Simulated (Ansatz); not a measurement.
The reference is Hf in the hcp (Mg type) structure (space group P6_3/mmc, No. 194; relaxed with 0.1 eV smearing).

```yaml
crystal:
  lattice:
    - [3.15810, 0.00000, 0.00000]
    - [-1.57905, 2.73500, 0.00000]
    - [0.00000, 0.00000, 5.00450]
  atoms:
    - { symbol: Hf, position: [0.66667, 0.33333, 0.75000] }
    - { symbol: Hf, position: [0.33333, 0.66667, 0.25000] }
```

Method: plane-wave PAW DFT at the PBEsol level (Ansatz, a program for electronic structure, 420 eV), no SOC.

Base values:

| Quantity | Value |
|---|---|
| Pressure | 0.0 GPa |
| Band gap | zero |

Modification: every lattice vector is stretched by 2.00 %; the atoms relax in the strained cell.

Question: What does the calculation give for the pressure after the change?

Answer: The pressure (mean of the normal stresses, compression positive) goes from zero to -6.1 GPa.

Question: Estimate the effect on the energy relative to the base.

Answer: The energy grows by 26 meV/atom.

Question: What happens to the band gap?

Answer: The band gap stays zero.

No phonon test of stability was made. The final runs are not spin-polarised.
